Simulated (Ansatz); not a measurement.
Start from MgO in the rock salt structure (space group Fm-3m, No. 225; a = 4.215 Å). Axes: x, y, z lie along the cube axes.

Computed with PBEsol (Ansatz, a first-principles code, PAW, no spin-orbit coupling), earlier PAW set.

Modification: the cell is stretched by 1.48 % along x with no lateral relaxation; the atoms relax in the strained cell.

Task: Predict the stress tensor and what it implies for the stiffness.

Result: Stress of the strained cell less that of the base (GPa, compression positive):
```
  -3.95    0.00    0.00
   0.00   -1.29    0.00
   0.00    0.00   -1.29
```

Then −Δσ_ii/ε with ε = 0.0148 gives secant stiffness values (nonlinear terms included at this strain): C11 ≈ 267 GPa, C12 ≈ 87 GPa and C13 ≈ 87 GPa.

No phonon test of stability was made.
